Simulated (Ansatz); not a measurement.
## MgS (model structure, started from the BN type, Pm-3n, No. 223, 12 atoms in the cell): properties by level of theory

```csv
level (code),lattice parameter a (Å),cohesive energy (eV/atom)
PBE (Ansatz),6.985,3.64
PBEsol (Ansatz),6.936,3.87
r²SCAN+rVV10 (Ansatz),6.928,3.97
```

Ansatz's density-functional and Hartree–Fock values are scalar-relativistic unless marked +SOC, with PAW data made under PBE.

Free atoms are spin-polarised, in the lowest state found; at levels without +SOC their spin–orbit coupling is left out.

Static lattice: no zero-point or thermal effects.

A model structure was made by putting elements into a prototype or built by hand; it is no filed structure, need not be a known phase, and can be a saddle point held by its symmetry.

Ansatz is an electronic-structure program.
